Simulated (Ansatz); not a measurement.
Consider Hf in the hcp (Mg type) structure (space group P6_3/mmc, No. 194; a = 3.1174 Å, c = 4.9501 Å; relaxed with 0.1 eV smearing). Axes: x lies along a and z along c of the hexagonal cell.

Method: LDA (Ansatz, a first-principles code; PAW; 420 eV plane waves; spin-orbit coupling left out).

Now apply this change: an isotropic linear strain of −1.00 %, atoms relaxed at fixed cell.

Task: Predict the stress tensor and what it implies for the stiffness.

Result: Stress of the strained cell less that of the base (GPa, compression positive):
```
    3.7     0.0     0.0
    0.0     3.7     0.0
    0.0     0.0     4.0
```

Then B = −ΔP/(ΔV/V₀) with ΔV/V₀ = -0.0297 gives secant stiffness values (nonlinear terms included at this strain): B (at held cell shape, above the free-shape value) ≈ 129 GPa.

As a check, the harmonic strain energy −½ V₀ Δσ:ε is 7.4 meV/atom; the computed energy rise is 7.2 meV/atom.

Whether these cells are dynamically stable was not tested. All final runs are without spin polarisation.
